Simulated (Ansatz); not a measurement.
We consider Mo2InN (model structure, started from the MAX type, P6₃/mmc, No. 194, 8 atoms in the cell), described by PBE (PAW; Ansatz, a quantum-chemistry and plane-wave program).

The input as run:

Ansatz 0.2 input:
```yaml
crystal:
  lattice:
    - [3.2439240047, -0.0000003045, 0.0]
    - [-1.6219617386, 2.8093207482, 0.0]
    - [0.0, 0.0, 13.4779143151]
  atoms:
    - { symbol: In, position: [0.3333333333, 0.6666666667, 0.75] }
    - { symbol: In, position: [0.6666666667, 0.3333333333, 0.25] }
    - { symbol: Mo, position: [0.3333333333, 0.6666666667, 0.0746059618] }
    - { symbol: Mo, position: [0.6666666667, 0.3333333333, 0.5746059618] }
    - { symbol: Mo, position: [0.6666666667, 0.3333333333, 0.9253940382] }
    - { symbol: Mo, position: [0.3333333333, 0.6666666667, 0.4253940382] }
    - { symbol: N, position: [0.0, 0.0, 0.0] }
    - { symbol: N, position: [0.0, 0.0, 0.5] }
basis:
  ecutwfc: 520
  ecutrho_ratio: 4
  xc_grid: 2
kpoints:
  mp_grid: { grid: [24, 24, 4] }
hamiltonian:
  xc: pbe
  dispersion: none
  pseudopotentials: { kind: paw }
scf:
  occupations: { method: fermi_dirac, width: 0.05 }
output:
  forces: true
  stress: true
  eigenvalues: true
relax:
  f_tol: 0.004
  escape_saddle: false
  max_steps: 80
  cell: { stress_tol: 0.02, fix: [volume] }
```

Output (set-up and result lines):

```
Relaxation: its limit of steps is 80 (relax.max_steps)
Crystal: 8 atoms, lattice volume = 122.827 Å³
Basis set: ecut = 520 eV, 3279 PW (Γ), exchange–correlation on 50×50×216 points (8 copies of the dense FFT grid, shifted against one another)
Bands: 56, of which v1, the nominal top of the filled ones, is band 46 counted from 1 (45 counted from 0)
Symmetry: 24 space group operations
Space group: P63/mmc (ITA 194), of the structure as read, at distance tolerance 5.0e-5 Å
k-points: 183 of 2304
Functional: x = pbe(κ = 0.804, μ = 0.2195149727645171), c = pbe(β = 0.06672455060314922)
SCF iter   1: F=—  HF=-31787.915248 eV  |F-HF|=—  |Δ(HF+E_count)|=         —  Δρ=7.45e-3  dr2=5.36e-2
SCF iter   2: F=—  HF=-31787.909398 eV  |F-HF|=—  |Δ(HF+E_count)|=   5.85e-3  Δρ=4.28e-3  dr2=1.98e-2
  ...
SCF 1 converged in 7 iterations: F = -31787.905307 eV  dr2 = 1.16e-8
Crystal: 8 atoms, lattice volume = 122.827 Å³
Initial density: handed on by an earlier stage of this run
SCF 2 converged in 6 iterations: F = -31787.913176 eV  dr2 = 3.33e-8
Crystal: 8 atoms, lattice volume = 122.827 Å³
Basis set: ecut = 520 eV, 3277 PW (Γ), exchange–correlation on 50×50×216 points (8 copies of the dense FFT grid, shifted against one another)
SCF 3 converged in 6 iterations: F = -31787.913703 eV  dr2 = 7.91e-10
Crystal: 8 atoms, lattice volume = 122.827 Å³
SCF 4 converged in 6 iterations: F = -31787.913717 eV  dr2 = 9.07e-11
Crystal: 8 atoms, lattice volume = 122.827 Å³
SCF iter   8: F=-31787.913718 eV  HF=-31787.913718 eV  |F-HF|=0.00e0  |Δ(HF+E_count)|=  7.28e-12  Δρ=2.30e-9  dr2=7.85e-15
SCF iter   9: F=-31787.913718 eV  HF=-31787.913718 eV  |F-HF|=1.46e-11  |Δ(HF+E_count)|=  7.28e-12  Δρ=5.22e-10  dr2=4.05e-16
SCF 5 converged in 9 iterations: F = -31787.913718 eV  dr2 = 4.05e-16
SCF converged after 9 iterations
Free energy (F): -31787.913718 eV
Internal energy: -31787.848425 eV  (E = F + TS)
E sigma→0 (E₀):  -31787.881072 eV
Fermi energy:    16.642332 eV
--- Forces (eV/Å), atoms counted from 1 ---
  atom   1  In     0.00000000     0.00000000    -0.00000000
  atom   2  In     0.00000000    -0.00000000     0.00000000
  atom   3  Mo     0.00000000     0.00000000     0.00007297
  atom   4  Mo    -0.00000000    -0.00000000     0.00007297
  atom   5  Mo    -0.00000000    -0.00000000    -0.00007297
  atom   6  Mo     0.00000000     0.00000000    -0.00007297
  atom   7  N      0.00000000    -0.00000000    -0.00000000
  atom   8  N      0.00000000     0.00000000     0.00000000
--- Stress (GPa, compression-positive) ---
       -2.757558      -0.000000      -0.000000
       -0.000000      -2.757558      -0.000000
       -0.000000      -0.000000      -2.758263
  P = ⅓ Tr σ = -2.7578 GPa (-27.578 kbar)
```

The cell is one volume of an energy–volume scan, off the minimum.

Note: the run has no spin polarisation, so it can have missed a magnetic state. Note: the relaxation could raise the start's symmetry but not lower it, so the cell can be a saddle point.

Cost on a shared machine: roughly 5 core-minutes.

A model structure was made by putting elements into a prototype or built by hand; it is no filed structure, need not be a known phase, and can be a saddle point held by its symmetry.
